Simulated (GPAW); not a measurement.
# Input and output of a self-consistent single point for ZrMnF₆ (Fm-3m, 8 atoms in the cell) (GPAW)

Level of theory: PBEsol, GPAW PAW datasets PBEsol (made by gpaw-setup) (plane waves; GPAW 25.7.0).

Input:

```python
from ase import Atoms
from ase.units import GPa
from gpaw import GPAW

atoms = Atoms(['Zr', 'Mn', 'F', 'F', 'F', 'F', 'F', 'F'],
              cell=[[0.000000, 4.135594, 4.135594],
                    [4.135594, 0.000000, 4.135594],
                    [4.135594, 4.135594, 0.000000]],
              scaled_positions=[[0.500000, 0.500000, 0.500000],
                                [0.000000, 0.000000, 0.000000],
                                [0.745000, 0.255000, 0.255000],
                                [0.255000, 0.745000, 0.745000],
                                [0.255000, 0.745000, 0.255000],
                                [0.745000, 0.255000, 0.745000],
                                [0.255000, 0.255000, 0.745000],
                                [0.745000, 0.745000, 0.255000]],
              pbc=True)

atoms.set_initial_magnetic_moments([0.0, 4.0, 0.0, 0.0, 0.0, 0.0, 0.0, 0.0])

calc = GPAW(spinpol=True,
            mode={'name': 'pw', 'ecut': 950},
            xc='PBEsol',
            kpts={'size': (4, 4, 4), 'gamma': True},
            occupations={'name': 'fermi-dirac', 'width': 0.02},
            nbands=-4,
            convergence={'density': 1e-05, 'bands': -2},
            symmetry={'symmorphic': False, 'tolerance': 0.0005},
            maxiter=150)

atoms.calc = calc

energy = atoms.get_potential_energy()
print('Energy (eV):', round(energy, 6))
forces = atoms.get_forces()
print('Forces (eV/Ang):')
print(forces.round(5))
stress = atoms.get_stress()
print('Stress (GPa, Voigt):', (stress / GPa).round(4))
```

Output (repeated stretches shortened):

```
Input parameters:
  convergence: {bands: -2,
                density: 1e-05}
  kpts: {gamma: True,
         size: (4, 4, 4)}
  maxiter: 150
  mode: {ecut: 950,
         name: pw}
  nbands: -4
  occupations: {name: fermi-dirac,
                width: 0.02}
  spinpol: True
  symmetry: {symmorphic: False,
             tolerance: 0.0005}
  xc: PBEsol

species:
  Zr:
    name: Zirconium
    Z: 40.0
    valence: 12
    core: 28
    charge: 0.0
    file: Zr.PBEsol.gz

    # Using partial waves for Zr as LCAO basis

  Mn:
    name: Manganese
    Z: 25.0
    valence: 15
    core: 10
    charge: 0.0
    file: Mn.PBEsol.gz

    # Using partial waves for Mn as LCAO basis

  F:
    name: Fluorine
    Z: 9.0
    valence: 7
    core: 2
    charge: 0.0
    file: F.PBEsol.gz

    # Using partial waves for F as LCAO basis

Reference energy: -145557.242429  # eV

Spin-polarized calculation.
Initial magnetic moment: 4.000000

Convergence criteria:
 Maximum [total energy] change in last 3 cyles: 0.0005 eV / valence electron
 Maximum integral of absolute [dens]ity change: 1e-05 electrons / valence electron
 Maximum integral of absolute [eigenst]ate change: 4e-08 eV^2 / valence electron
 Maximum number of scf [iter]ations: 150

Symmetries present (total): 48
Symmetries with fractional translations: 0
64 k-points: 4 x 4 x 4 Monkhorst-Pack grid + [1/8,1/8,1/8]
8 k-points in the irreducible part of the Brillouin zone
       k-points in crystal coordinates                weights
   0:     0.00000000    0.00000000    0.00000000          1/64
   1:     0.25000000    0.25000000    0.00000000          6/64
   2:     0.25000000    0.25000000    0.25000000          8/64
   3:     0.50000000    0.25000000   -0.25000000          6/64
   4:     0.50000000    0.25000000    0.25000000         12/64
   5:     0.50000000    0.50000000    0.00000000          3/64
   6:     0.50000000    0.50000000    0.25000000         24/64
   7:     0.50000000    0.50000000    0.50000000          4/64

Wave functions: Plane wave expansion
  Cutoff energy: 950.000 eV
  Number of coefficients (min, max): 9384, 9420
  Pulay-stress correction: 0.000000 eV/Ang^3 (de/decut=0.000000)

Occupation numbers: Fermi-Dirac:
  width: 0.0200  # eV

Eigensolver

Densities:
  Coarse grid: 42*42*42 grid
  Fine grid: 84*84*84 grid
  Total Charge: 0.000000

Density mixing:
  Method: difference
  Backend: pulay
  Linear mixing parameter: 0.05
  old densities: 5
  Damping of long wavelength oscillations: 50

Hamiltonian:
  XC and Coulomb potentials evaluated on a 84*84*84 grid
  External potential:
    NoExternalPotential

XC parameters: PBEsol with 2 nearest neighbor stencil

Number of atoms: 8
Number of atomic orbitals: 50
Number of bands in calculation: 40
Number of valence electrons: 69
Bands to converge: 38

Density initialized from atomic densities
  40 bands from LCAO basis set

Atomic positions and initial magnetic moments

Positions:
   0 Zr     4.135594    4.135594    4.135594    ( 0.0000,  0.0000,  0.0000)
   1 Mn     0.000000    0.000000    0.000000    ( 0.0000,  0.0000,  4.0000)
   2 F      2.109153    4.135594    4.135594    ( 0.0000,  0.0000,  0.0000)
   3 F      6.162035    4.135594    4.135594    ( 0.0000,  0.0000,  0.0000)
   4 F      4.135594    2.109153    4.135594    ( 0.0000,  0.0000,  0.0000)
   5 F      4.135594    6.162035    4.135594    ( 0.0000,  0.0000,  0.0000)
   6 F      4.135594    4.135594    2.109153    ( 0.0000,  0.0000,  0.0000)
   7 F      4.135594    4.135594    6.162035    ( 0.0000,  0.0000,  0.0000)

Unit cell:
           periodic     x           y           z      points  spacing
  1. axis:    yes    0.000000    4.135594    4.135594    42     0.1137
  2. axis:    yes    4.135594    0.000000    4.135594    42     0.1137
  3. axis:    yes    4.135594    4.135594    0.000000    42     0.1137

  Lengths:   5.848613   5.848613   5.848613
  Angles:   60.000000  60.000000  60.000000

Effective grid spacing dv^(1/3) = 0.1241

     iter     time        total  log10-change:  magmom
                         energy   eigst   dens
iter:   1 --:--:--   -58.995471   +0.25           +4.0024
iter:   2 --:--:--   -58.357269   -0.63  -1.14    +4.7007
iter:   3 --:--:--   -55.668522   -0.04  -1.18    +4.9830
iter:   4 --:--:--   -55.702767   -0.60  -1.46    +5.0036
iter:   5 --:--:--   -57.164633   -0.24  -1.56    +5.0022
iter:   6 --:--:--   -55.709937   -0.48  -1.50    +5.0010
iter:   7 --:--:--   -55.727901   -1.14  -2.25    +5.0008
iter:   8 --:--:--   -55.715200c  -2.18  -2.16    +5.0002
iter:   9 --:--:--   -55.725845c  -2.54  -2.60    +5.0001
iter:  10 --:--:--   -55.717284c  -2.90  -2.39    +5.0000
iter:  11 --:--:--   -55.704484c  -2.59  -2.56    +5.0000
iter:  12 --:--:--   -55.704383c  -2.78  -2.97    +5.0000
iter:  13 --:--:--   -55.704089c  -3.74  -3.65    +5.0000
   [... 12 lines left out ...]
iter:  26 --:--:--   -55.703895c  -6.00  -4.32    +5.0000
iter:  27 --:--:--   -55.703894c  -6.83  -4.62    +5.0000
iter:  28 --:--:--   -55.703894c  -6.70  -4.72    +5.0000
iter:  29 --:--:--   -55.703894c  -7.01  -4.86    +5.0000
iter:  30 --:--:--   -55.703894c  -6.87  -4.90    +5.0000
iter:  31 --:--:--   -55.703894c  -7.54c -5.22c   +5.0000

Converged after 31 iterations.

Dipole moment: (-0.000000, -0.000000, -0.000000) |e|*Ang

Total magnetic moment: (0.000000, 0.000000, 5.000000)
Local magnetic moments:
   0 Zr ( 0.000000,  0.000000,  0.046594)
   1 Mn ( 0.000000,  0.000000,  4.470101)
   2 F  ( 0.000000,  0.000000,  0.023794)
   3 F  ( 0.000000,  0.000000,  0.023794)
   4 F  ( 0.000000,  0.000000,  0.023794)
   5 F  ( 0.000000,  0.000000,  0.023794)
   6 F  ( 0.000000,  0.000000,  0.023794)
   7 F  ( 0.000000,  0.000000,  0.023794)

Energy contributions relative to reference atoms: (reference = -145557.242429)

Kinetic:        +54.893242
Potential:      -58.878561
External:        +0.000000
XC:             -51.898911
Entropy (-ST):   -0.000000
Local:           +0.180337
SIC:             +0.000000
--------------------------
Free energy:    -55.703894
Extrapolated:   -55.703894

Spin contamination: 0.004937 electrons
Showing only first 2 kpts
                      Up                     Down
 Kpt  Band  Eigenvalues  Occupancy  Eigenvalues  Occupancy
  0    32     -0.13755    1.00000      3.62283    0.00000
  0    33     -0.13755    1.00000      3.62283    0.00000
  0    34     -0.13755    1.00000      3.62283    0.00000
  0    35      0.82300    1.00000      4.85002    0.00000

  1    32     -0.13413    1.00000      3.64024    0.00000
  1    33      0.01708    1.00000      4.00309    0.00000
  1    34      0.01708    1.00000      4.00309    0.00000
  1    35      0.82511    1.00000      4.69611    0.00000

Fermi level: 2.05731

Gap: 2.341 eV
Transition (v -> c):
  (s=0, k=7, n=36, [0.50, 0.50, 0.50]) -> (s=1, k=0, n=32, [0.00, 0.00, 0.00])
Direct/indirect transitions are different
Direct gap: 2.478 eV
Transition at: (s=0->1, k=1, n=36, [0.25, 0.25, 0.00])
Energy (eV): -55.703894

Forces in eV/Ang:
  0 Zr    0.00000   -0.00000    0.00000
  1 Mn   -0.00000    0.00000    0.00000
  2 F     0.43957   -0.00000    0.00000
  3 F    -0.43957    0.00000   -0.00000
  4 F     0.00000    0.43957    0.00000
  5 F     0.00000   -0.43957    0.00000
  6 F    -0.00000   -0.00000    0.43957
  7 F     0.00000    0.00000   -0.43957

Stress tensor:
     0.020800    -0.000000    -0.000000
    -0.000000     0.020800    -0.000000
    -0.000000    -0.000000     0.020800
Stress (GPa, Voigt): [ 3.3325  3.3325  3.3325 -0.     -0.     -0.    ]
```

The run converged in 31 iterations. GPAW prints stress with tension positive.

At such cutoffs GPAW's stress carries a finite-basis (Pulay) error, which enters relaxed cells too; its log prints stress with tension positive.

The starting cell comes from a database of computed structures (which also holds hypothetical and non-ambient phases and stackings), without a prior relaxation at this level. Its lattice was rescaled by a random factor within 2.5 % of one. With one magnetic atom in the cell only a parallel order is possible.

Cost on one core of a shared machine: roughly 3 min.
